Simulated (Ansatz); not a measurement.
A computed series for Hf: response to strain

Take Hf in the hcp (Mg type) structure (space group P6_3/mmc, No. 194; a = 3.1174 Å, c = 4.9501 Å; relaxed with 0.1 eV smearing) as the base. Axes: x lies along a and z along c of the hexagonal cell.

Strains are applied to the cell and any free atomic positions relax.

The values are results of Ansatz (an electronic-structure program) LDA, without spin-orbit coupling, not measurements.

Notes on the quantities. pressure: mean of the normal stresses, compression positive; energy relative to the base: free energy F.

```csv
case,pressure,energy relative to the base,shortest interatomic distance
base,0.0 GPa,0 meV/atom,3.060 Å
uniaxial strain ε_zz = −2.50 %,3.4 GPa,+9.2 meV/atom,3.010 Å
uniaxial strain ε_zz = −2.00 %,[?],+5.8 meV/atom,3.020 Å
uniaxial strain ε_zz = −1.50 %,2.0 GPa,+3.2 meV/atom,3.030 Å
uniaxial strain ε_zz = −1.00 %,1.3 GPa,+1.4 meV/atom,3.040 Å
uniaxial strain ε_zz = −0.50 %,0.6 GPa,+0.4 meV/atom,[?]
uniaxial strain ε_zz = +1.00 %,-1.2 GPa,+1.4 meV/atom,3.080 Å
uniaxial strain ε_zz = +2.00 %,-2.4 GPa,+5.4 meV/atom,3.100 Å
uniaxial strain ε_zz = +2.50 %,-2.9 GPa,+8.3 meV/atom,3.111 Å
uniaxial strain ε_zz = +3.00 %,[?],+12 meV/atom,3.117 Å
```

Some entries are withheld; estimate them.


- uniaxial strain ε_zz = −2.00 %, pressure: 2.7 GPa
- uniaxial strain ε_zz = −0.50 %, shortest interatomic distance: 3.050 Å
- uniaxial strain ε_zz = +3.00 %, pressure: -3.5 GPa

Stability against distortions was not tested. All final runs are without spin polarisation.
